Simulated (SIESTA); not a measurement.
Band structure of ZrS (Fm-3m, 2 atoms in the cell).

```
ZrS
1.0
    0.00000     2.62351     2.62351
    2.62351     0.00000     2.62351
    2.62351     2.62351     0.00000
Zr S
1 1
Direct
  0.00000   0.00000   0.00000
  0.50000   0.50000   0.50000
```

Computed with GGA PBEsol, numerical atomic orbitals DZP, PseudoDojo PBEsol standard norm-conserving potentials (rewritten from UPF to PSML) run with SIESTA 5.4.2.

Settings: XC.functional = GGA; XC.authors = PBEsol; potentials = PseudoDojo PBEsol standard; PAO.BasisSize = DZP; PAO.EnergyShift = 0.01 Ry; MeshCutoff = 350 Ry; kgrid.MonkhorstPack = 11 11 11; OccupationFunction = MP; OccupationMPOrder = 0; ElectronicTemperature = 3156.43 K; MaxSCFIterations = 150; SCF.Mixer.Method = Broyden; SCF.Mixer.Weight = 0.2; SCF.Mixer.History = 6.

The starting cell comes from a database of computed structures (which also holds hypothetical and non-ambient phases and stackings), without a prior relaxation at this level. Values carry the incompleteness of an atom-centred basis.

Levels in eV from the Fermi level, bands 6 to 11:
```tsv
point	6	7	8	9	10	11
Γ	-3.42	-3.42	-3.42	-1.42	-1.42	-1.42
X	-6.28	-4.40	-4.40	-3.51	0.42	2.32
W	-6.12	-5.93	-5.93	0.06	0.06	1.76
K	-6.32	-6.15	-5.28	-1.47	1.75	1.99
L	-8.06	-5.99	-5.99	1.42	1.42	1.78
U	-6.32	-6.15	-5.28	-1.47	1.75	1.99
```

Bands cross the Fermi level along this path, so the cell is metallic at this level.

Higher empty bands are left out: an atom-centred basis made for the valence describes them poorly.
